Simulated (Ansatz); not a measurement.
# TiS2: pressure series

Start from TiS₂ in the CdI2 type structure (space group P-3m1, No. 164; a = 3.361 Å, c = 5.522 Å; layered, stacked along the Cartesian z axis).

Cell and atoms are relaxed at each pressure.

The values are results of PBE-D3(BJ) (Ansatz, a program for electronic structure, PAW, without spin-orbit coupling), not measurements.

Candidates:
(a) pressure 1.5 GPa
(b) pressure 10 GPa
(c) pressure 5 GPa
(d) pressure 0.7 GPa

For the base:

| Item | Value |
|---|---|
| c/a ratio | 1.643 |

Problem. Order them by c/a ratio, lowest first.

Solution. (b) pressure 10 GPa (1.594), (c) pressure 5 GPa (1.603), (a) pressure 1.5 GPa (1.624), (d) pressure 0.7 GPa (1.633)

Load acts through the strain it causes; cell and atoms are relaxed under it. Stability against distortions was not tested. Competing high-pressure phases were not computed. The base started in P3m1 and relaxed to P-3m1 at this level. The final runs are not spin-polarised.
